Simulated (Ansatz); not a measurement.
Data:

```
InSe
1.0
    4.08371     0.00000     0.00000
   -2.04185     3.53659     0.00000
    0.00000     0.00000    21.40628
In Se
2 2
Direct
  0.66667   0.33333   0.43402
  0.66667   0.33333   0.56598
  0.33333   0.66667   0.37445
  0.33333   0.66667   0.62555
```

Method: HSE06, rigid bands (plane waves, PAW, scalar-relativistic; Ansatz, a program for electronic structure). Geometry: cell and atoms relaxed with PBE.

Task: Predict the electron conductivity mass (n e² τ/σ) at 300 K, by direction if it differs.

Result: 0.198 mₑ.

Task: And the band gap?

Result: 2.15 eV at this level.

Rigid bands, one relaxation time for all states, no polarons. Spin-orbit coupling is left out; where it splits the top of the valence band it changes the hole mass and lowers the gap by about a third of the splitting. Geometry: cell and atoms relaxed with PBE.

Model free-standing layer, not matched to a measured one here: monolayer InSe.
